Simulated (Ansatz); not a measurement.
## Ti: response to strain

Take Ti in the hcp (Mg type) structure (space group P6_3/mmc, No. 194; a = 2.902 Å, c = 4.593 Å; relaxed with 0.1 eV smearing) as the base. Axes: x lies along a and z along c of the hexagonal cell.

Strains are applied to the cell and any free atomic positions relax; under biaxial strain the out-of-plane vector relaxes too.

All numbers come from Ansatz (a first-principles code) PBEsol, no spin-orbit coupling.

```tsv
biaxial strain, plane normal [001], relaxed out of plane (%)	out-of-plane strain (%)
0	0.00
0.5	?
1	-0.82
1.5	-1.22
2	-1.63
2.5	-2.03
3	-2.44
```

Q: Fit ε⊥ = −νε + γε² (strains in %) to the rows shown and predict the withheld row.

A: Least squares on the printed values gives ν = 0.82 (the biaxial Poisson response) and γ = 0.002 (largest residual 0.00 %); this predicts -0.41 %, and the run gives -0.41 %, in agreement.

Stability against distortions was not tested. The final runs are not spin-polarised.
